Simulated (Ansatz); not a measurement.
The starting structures come from a database of crystals and need not be the phases stable at ambient conditions.

 Where the default PAW files enter, the runs use the earlier of Ansatz's two default sets.

By PBEsol, the system below comes out a metal.

The ballistic (Sharvin) conductance counts the channels at the Fermi level: G/A = (e²/h) × channels of both spins per area.

Consider the following.

```yaml
crystal:
  lattice:
    - [3.34350, 0.00000, 0.00000]
    - [0.00000, 9.35622, 0.00000]
    - [0.00000, 4.67811, 4.67811]
  atoms:
    - { symbol: Si, position: [0.00000, 0.86600, 0.76800] }
    - { symbol: Si, position: [0.00000, 0.13400, 0.23200] }
    - { symbol: Si, position: [0.00000, 0.63400, 0.50000] }
    - { symbol: Si, position: [0.00000, 0.36600, 0.50000] }
    - { symbol: W, position: [0.00000, 0.50000, 0.00000] }
    - { symbol: W, position: [0.00000, 0.00000, 0.00000] }
    - { symbol: W, position: [0.50000, 0.34016, 0.81968] }
    - { symbol: W, position: [0.50000, 0.65984, 0.18032] }
    - { symbol: W, position: [0.50000, 0.15984, 0.50000] }
    - { symbol: W, position: [0.50000, 0.84016, 0.50000] }
```

Space group of this cell: P4/mbm. The cell is taken as given; by PBEsol its mean pressure is -7.6 GPa.

The current flows along the normal of the first two printed cell vectors, the (110) plane of the conventional cell. No spin-orbit coupling; the value is a mean over 0.1 eV about the Fermi level.

Task: Estimate the ballistic conductance per area that Ansatz (a quantum-chemistry and plane-wave program) with PBEsol returns for this system.

Result: 0.62 × 10¹⁵ S/m² for both spins.
